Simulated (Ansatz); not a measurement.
Take Ba in the fcc (Cu type) structure (space group Fm-3m, No. 225; a = 6.155 Å; a cell from a computed database, its experimental status unchecked) as the base.

Method: DFT with PBEsol, PAW potentials and a 420 eV plane-wave cutoff in Ansatz (an electronic-structure program), no spin-orbit coupling.

Before the change:

The volume per atom is 58.30 Å³. The band gap is zero.

Now apply this change: a hydrostatic pressure of 0.3 GPa.

What happens to the volume per atom?

The volume per atom shrinks by 2.04 Å³, from 58.30 Å³ to 56.26 Å³.

What happens to the band gap?

The band gap remains zero.

Load acts through the strain it causes; cell and atoms are relaxed under it. Stability against distortions was not tested. This is not the structure that Ba has at room temperature and ambient pressure.
